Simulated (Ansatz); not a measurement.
Consider this model of amorphous Si$_{39}$O$_{54}$C$_{12}$.

```
CELL_PARAMETERS angstrom
     11.98949    -0.02450    -0.16054
     -0.02450    10.85393     0.19147
     -0.16054     0.19147    11.68509
ATOMIC_POSITIONS crystal
  Si 0.83232 0.49369 0.45914
  Si 0.72505 0.90666 0.23703
  Si 0.40640 0.02322 0.03449
  Si 0.25956 0.36360 0.26876
  Si 0.13682 0.90525 0.22996
  Si 0.18660 0.12497 0.88834
  Si 0.63021 0.88994 0.00829
  Si 0.41579 0.20847 0.13657
  Si 0.23370 0.75402 0.02595
  Si 0.08033 0.11560 0.06544
  Si 0.92686 0.13631 0.43791
  Si 0.37800 0.96474 0.76948
  Si 0.58493 0.32424 0.72251
  Si 0.77263 0.35256 0.96721
  Si 0.97423 0.33847 0.52833
  Si 0.59292 0.74076 0.55686
  Si 0.96820 0.43587 0.79139
  Si 0.56458 0.54310 0.86480
  Si 0.95843 0.23255 0.17724
  Si 0.90452 0.82449 0.05693
  Si 0.04724 0.57153 0.93748
  Si 0.47962 0.65529 0.08614
  Si 0.98026 0.69647 0.50542
  Si 0.29759 0.94820 0.44322
  Si 0.77042 0.11934 0.77543
  Si 0.27890 0.21519 0.48988
  Si 0.65304 0.97418 0.40632
  Si 0.00440 0.02423 0.84398
  Si 0.70447 0.85664 0.75210
  Si 0.96396 0.75337 0.74154
  Si 0.03615 0.50190 0.19674
  Si 0.64683 0.52419 0.52098
  Si 0.47948 0.13104 0.38825
  Si 0.40450 0.59344 0.72969
  Si 0.40356 0.71196 0.53669
  Si 0.32718 0.31385 0.72829
  Si 0.45523 0.54769 0.33630
  Si 0.82939 0.06937 0.02939
  Si 0.78407 0.59342 0.76164
  O  0.65843 0.86021 0.49829
  O  0.45811 0.26766 0.72701
  O  0.34643 0.68187 0.07198
  O  0.68020 0.85727 0.88574
  O  0.31643 0.83054 0.53481
  O  0.05796 0.64535 0.40061
  O  0.90800 0.82198 0.46333
  O  0.23975 0.06953 0.49870
  O  0.38210 0.63679 0.41707
  O  0.16573 0.80094 0.13501
  O  0.15508 0.66179 0.94975
  O  0.41556 0.99758 0.39182
  O  0.77741 0.99148 0.34662
  O  0.69298 0.23141 0.71953
  O  0.72193 0.99852 0.71037
  O  0.60366 0.77835 0.69414
  O  0.00379 0.55132 0.06701
  O  0.56117 0.77299 0.06228
  O  0.97505 0.36349 0.67180
  O  0.59839 0.39495 0.84625
  O  0.95721 0.37803 0.20563
  O  0.75237 0.12793 0.91591
  O  0.25950 0.28349 0.60861
  O  0.07788 0.43319 0.88256
  O  0.53515 0.99838 0.98612
  O  0.22599 0.89533 0.33711
  O  0.25433 0.24567 0.82907
  O  0.21308 0.28694 0.38155
  O  0.50101 0.61140 0.21859
  O  0.81833 0.77386 0.72334
  O  0.83831 0.20135 0.10258
  O  0.44544 0.01918 0.67005
  O  0.73526 0.75559 0.27349
  O  0.29373 0.26699 0.16991
  O  0.94647 0.16566 0.30229
  O  0.90728 0.10777 0.76573
  O  0.86749 0.36196 0.86960
  O  0.69082 0.60789 0.86849
  O  0.59055 0.42427 0.61627
  O  0.56483 0.49714 0.40664
  O  0.37265 0.43645 0.30143
  O  0.99936 0.00196 0.45317
  O  0.16628 0.45837 0.21485
  O  0.32947 0.46451 0.73976
  O  0.41239 0.22632 0.46427
  O  0.00736 0.88195 0.79439
  O  0.49021 0.18570 0.25668
  O  0.60395 0.10465 0.44539
  O  0.51341 0.55099 0.99405
  O  0.89510 0.59174 0.55332
  O  0.03970 0.74128 0.62558
  O  0.59630 0.92985 0.28179
  O  0.33294 0.69142 0.80894
  O  0.15646 0.04003 0.16642
  C  0.83528 0.70375 0.28080
  C  0.97178 0.89886 0.39738
  C  0.94195 0.75639 0.23723
  C  0.75845 0.93354 0.09129
  C  0.94225 0.60368 0.81760
  C  0.33268 0.81222 0.82518
  C  0.99908 0.86627 0.28900
  C  0.28398 0.86772 0.91576
  C  0.86849 0.59176 0.32721
  C  0.30518 0.00862 0.90516
  C  0.98958 0.62256 0.29676
  C  0.96839 0.01182 0.99954
```

Methods: PBE, scalar-relativistic without spin-orbit coupling (Ansatz, a program for electronic structure); r2SCAN, scalar-relativistic without spin-orbit coupling (Ansatz); HSE06, scalar-relativistic without spin-orbit coupling (Ansatz). Neutral PBE cell, which sets geometry, pressure and energy: sampling: a 2×2×2 Γ-centred mesh; Fermi-Dirac width 0.02 eV; no spin polarisation. Exact exchange is cut at the faces of this 11 Å cell, which leaves hybrid gaps a finite-size error.

Preparation: random packing, a CHGNet melt and quench, and a DFT relaxation. O atoms were pushed apart under 1.9 Å during the dynamics, to hinder bonds among them. The hot cell started wider than the set density and was brought back towards it in steps. It is the lowest in DFT energy of 4 quenches. It is a model cell: composition and starting density were chosen by hand, and all elements were melted together. No dispersion term was used. Its density started from a set value of 2.32 and ended at 2.30 g/cm³. The quench (nominally 400 K/ps over its main leg) was far faster than any real one, so the model tends to hold more defects than a real film. One small periodic cell is one sample of the glass; other quenches scatter about these values. Volume and shape were free in the relaxation.

Give the pressure, the energy against reference phases and the spacing of the highest filled and lowest empty levels.


```yaml
Pressure on a 2×2×2 Γ-centred mesh: 0.00 GPa
Largest force and stress component on that mesh (the relaxation ran on the zone centre alone): 0.07 eV/Å and 0.0 GPa
Energy relative to alpha cristobalite + 6H silicon carbide (lowest mix at this level among the phases computed, not always the ambient ones): 0.465 eV/atom
Gap between localised states on a 2×2×2 Γ-centred mesh (PBE): 0.89 eV
Gap between localised states at the zone centre (PBE): 0.91 eV
Level spacing at the Fermi energy at the zone centre (r2SCAN, a state with unpaired spins): 1.02 eV
Level spacing at the Fermi energy at the zone centre (HSE06, a state with unpaired spins): 1.62 eV
Distance between the nearest levels spread over more than a fifth of the atoms or a third of the atoms of their main element (six at least) (PBE, zone centre): 2.85 eV
```

At PBE and the zone centre, how localised are the states just below and above the Fermi level (participation number: the atoms over which a state spreads)?

The highest filled state is spread over 6.3 atoms' worth, largest on Si20, with weights by element (charge in smoothed Voronoi cells) Si 0.48, C 0.40, O 0.12. The lowest empty state is spread over 9.3 atoms' worth, largest on Si8, with weights by element (charge in smoothed Voronoi cells) Si 0.55, O 0.23, C 0.22.

At PBE the levels at both edges of the gap are localised (band-tail or defect states), and the nearest spread-out levels lie 2.9 eV apart at the zone centre.

Neighbours within Si-Si 2.60 Å, Si-O 2.12 Å, Si-C 2.19 Å, O-O 1.58 Å, O-C 1.64 Å, C-C 1.78 Å count as bonded. Two cations that share two anions don't count as bonded, nor two that share one unless they lie closer than Si-Si 2.38 Å, Si-C 2.00 Å, C-C 1.63 Å.

Added carriers, by PBE, scalar-relativistic without spin-orbit coupling (Ansatz) on the zone centre alone. Charged cells keep the cell fixed and stand in a uniform background, with no image correction, at a width of 0.01 eV; where the count is odd the moment is locked at 1 μB, unless the neutral cell bore moments. Each starts from the undistorted neutral geometry alone. PBE's self-interaction favours spread-out carriers, so it can miss traps that a hybrid finds.

What happens at PBE when the cell takes an extra electron and the atoms relax?

Relaxation lowers the charged cell by 0.26 eV. The largest moves are Si8 0.18 Å, Si3 0.09 Å, Si33 0.05 Å, Si12 0.05 Å. The level that holds the added charge spreads over 8.6 atoms' worth, most on Si8 (weight 0.23): a partly localised carrier. No bond crosses its cut-off with a change of over 0.15 Å. Made neutral again at that geometry, the cell lies +0.30 eV from the neutral start (a closed shell was imposed there, with levels 0.19 eV apart, so this is an upper bound).

What happens at PBE when the cell takes a hole and the atoms relax?

Relaxation lowers the charged cell by 0.52 eV. The largest moves are Si14 0.57 Å, Si20 0.29 Å, O76 0.27 Å, O77 0.16 Å. The level that was emptied spreads over 5.9 atoms' worth, most on Si20 (weight 0.38): a localised (trapped) carrier, which neighbours of that atom can share. Bonds formed: Si20-C105. Made neutral again at that geometry, the cell lies +0.48 eV from the neutral start (a closed shell was imposed there, with levels 0.11 eV apart, so this is an upper bound).

A PBE run started with 1 μB on atoms that lack a bond or may hold spare charge lost its moments; other starts weren't tried.
